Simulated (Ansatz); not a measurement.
Abridged Ansatz (an electronic-structure program) output:

```
Relaxation: its limit of steps is 50 (relax.max_steps)
Pseudopotential: Al, paw, valence charge 3
Crystal: 1 atoms, lattice volume = 16.006 Å³
Basis set: ecut = 500 eV, 411 PW (Γ), exchange–correlation on 96×96×96 points (64 copies of the dense FFT grid, shifted against one another)
Bands: 6, of which v1, the nominal top of the filled ones, is band 2 counted from 1 (1 counted from 0)
Symmetry: 16 space group operations
k-points: 641 of 8000
Functional: x = r2scan, c = r2scan; τ floored in thin density (d = 2e-4 eV/Å³)
SCF iter   1: F=—  HF=-540.404488 eV  |F-HF|=—  |Δ(HF+E_count)|=         —  Δρ=3.40e-3  dr2=2.08e-3  dr2_τ=4.83e-3  ethr=1.77e-3  ⟨swp⟩=4.9  Hψ=34147  notcnv=0
SCF iter   2: F=—  HF=-540.412164 eV  |F-HF|=—  |Δ(HF+E_count)|=   7.68e-3  Δρ=2.35e-3  dr2=9.78e-4  dr2_τ=2.54e-6  ethr=6.94e-5  ⟨swp⟩=2.0  Hψ=12588  notcnv=0  defer=240
SCF 1 converged in 8 iterations: F = -540.412079 eV  dr2 = 2.06e-13
relax step   1: F+E_penalty+E_count = -540.41207891 eV  Δ(F+E_penalty+E_count) = +0.000e0 eV  max|allowed force component| = 0.000e0 eV/Å  Δτ_max = 0.0000 Å  (8 SCF iters, accepted)
Crystal: 1 atoms, lattice volume = 16.006 Å³
SCF iter   1: F=—  HF=-540.412079 eV  |F-HF|=—  |Δ(HF+E_count)|=         —  Δρ=3.59e-8  dr2=2.06e-13  dr2_τ=7.02e-16  ethr=1.00e-12  ⟨swp⟩=1.0  Hψ=35477  notcnv=0  defer=239
SCF iter   2: F=-540.412079 eV  HF=-540.412079 eV  |F-HF|=2.27e-13  |Δ(HF+E_count)|=  1.14e-13  Δρ=1.77e-8  dr2=4.89e-14  dr2_τ=3.61e-17  ethr=1.00e-12  ⟨swp⟩=2.0  Hψ=6492  notcnv=0
SCF 2 converged in 2 iterations: F = -540.412079 eV  dr2 = 4.89e-14
SCF converged after 2 iterations
Free energy (F): -540.412079 eV
Internal energy: -540.409088 eV  (E = F + TS)
E sigma→0 (E₀):  -540.410583 eV
Entropy (-TS):   -0.002991 eV (-2.991 meV/atom)
Fermi energy:    8.343256 eV
--- Forces (eV/Å), atoms counted from 1 ---
  atom   1  Al    -0.00000000     0.00000000     0.00000000
--- Stress (GPa, compression-positive) ---
       -0.523334       0.000000       0.000000
        0.000000      -0.673267      -0.000000
        0.000000       0.000000      -0.523334
  P = ⅓ Tr σ = -0.5733 GPa (-5.733 kbar)
--- Relaxed structure (1 steps of the walk, 1 accepted, 0 SCFs on fresh bases) ---
  atoms:
    - { symbol: Al, position: [0.0, 0.0, 0.0] }
```

Question: What was computed, and what are the main results?

Answer: Al, 1 atom in the cell, with r2SCAN/PAW in Ansatz, scalar-relativistic without spin-orbit coupling. The last SCF converged to F = -540.412079 eV, or -540.4121 eV per atom, at a pressure of -0.57 GPa. The total energy compares only with runs of the same code, potentials and settings.

Without a gap, meshes like the base's 20×20×20 leave anisotropic stresses uncertain by several tenths of a GPa, and small strain energies with them. The cells carry an imposed strain or load. Stability against distortions was not tested. The cell was made from Al in the fcc (Cu type) structure (space group Fm-3m, No. 225) by this change: uniaxial strain ε_yy = +0.64 %.

Keys are those of Ansatz 0.2.
